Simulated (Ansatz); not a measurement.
# HfTeSe (P3m1, No. 156, 3 atoms in the cell; start mp-1224271)

Method: PBEsol (PAW; Ansatz, a quantum-chemistry and plane-wave program).

Numerical settings: plane-wave cutoff 520 eV, 18×18×8 k mesh (along the axes of the cell as run), Fermi–Dirac smearing 0.05 eV, scalar-relativistic PAW data made under PBE.

Cell (relaxed at this level):

```yaml
crystal:
  lattice:
    - [3.78396, 0.00000, 0.00000]
    - [-1.89198, 3.27701, 0.00000]
    - [0.00000, 0.00000, 6.47983]
  atoms:
    - { symbol: Hf, position: [0.00000, 0.00000, 0.98109] }
    - { symbol: Te, position: [0.66667, 0.33333, 0.26879] }
    - { symbol: Se, position: [0.33333, 0.66667, 0.75013] }
```

For HfTeSe (P3m1, No. 156, 3 atoms in the cell; start mp-1224271), the band gap comes out as none.

Note: the relaxation could not lower the start's symmetry, so the cell can be a saddle point above a distorted one; the cell has widely spaced layers and the level no dispersion term, so their spacing and the moduli can rest on weak binding.

Spin–orbit coupling is not included; it can open a gap where bands touch, and shift volumes and moduli.

The computed numbers hold no vibrational or temperature effects.

A start named mp-… is a Materials Project structure, which need not be a measured phase.
